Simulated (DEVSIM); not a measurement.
Device: abrupt GaSb n-p junction, at 400 K.

```csv
layer (left to right),material,thickness (μm),Nd (cm⁻³),Na (cm⁻³),τn (s),τp (s)
1,GaSb,0.390,1.1e16,-,3.4e-9,3.4e-9
2,GaSb,62.0,-,3.4e14,3.4e-9,3.4e-9
```

Left contact: ohmic. Right contact: ohmic. Voltage is applied to the left contact. Recombination: SRH at mid-gap, radiative, Auger. Mobility is constant in doping. Where it depends on doping, it is μmin + (μ − μmin)/(1 + (N/Nref)^α).

The device is made up for the run: typed textbook-type constants, with dimensions and the other settings drawn at random. Values at 300 K; Nc and Nv go as T^1.5, mobilities as T to minus their exponent, the gap by Varshni's rule with the affinity fixed. The table also holds parameters that only a changed run uses.

| parameter | GaSb |
|---|---|
| gap (eV) | 0.726 |
| affinity (eV) | 4.06 |
| permittivity | 15.7 |
| Nc (cm⁻³) | 2.1e17 |
| Nv (cm⁻³) | 1.8e19 |
| μn (cm²/Vs) | 5000 |
| μp (cm²/Vs) | 850 |
| μn,min | 1000 |
| μp,min | 190 |
| Nref,n | 2.8e17 |
| Nref,p | 9e17 |
| αn | 1.05 |
| αp | 0.65 |
| T exponent of μn | 2 |
| T exponent of μp | 1.7 |
| B (cm³/s) | 1e-10 |
| Cn (cm⁶/s) | 5e-30 |
| Cp (cm⁶/s) | 5e-30 |
| Varshni α (eV/K) | 0.00042 |
| Varshni β (K) | 140 |

DEVSIM, 1D drift-diffusion, Boltzmann statistics, complete ionisation; no tunnelling, impact ionisation, image-force lowering or self-heating.

Base results: largest field in the device at zero bias (V/cm) 6100; dark forward voltage at 1 A/cm² (V) 0.120; potential step across the device at zero bias (V) 0.186.

**Question.** What follows from this one change: temperature 400 → 300 K?

**Answer.** largest field in the device at zero bias little changed (6400 V/cm); dark forward voltage at 1 A/cm² 0.120 → 0.330 V; potential step across the device at zero bias 0.186 → 0.369 V.

**Question.** What follows from this one change: doping Nd of layer 1 1.1e+16 → 1.1e+15 cm^-3?

**Answer.** largest field in the device at zero bias 6100 → 2200 V/cm; dark forward voltage at 1 A/cm² little changed (0.117 V); potential step across the device at zero bias 0.186 → 0.107 V.

**Question.** What follows from this one change: thickness of layer 2 62 → 310 μm?

**Answer.** largest field in the device at zero bias little changed (6100 V/cm); dark forward voltage at 1 A/cm² 0.120 → 0.568 V; potential step across the device at zero bias little changed (0.186 V).
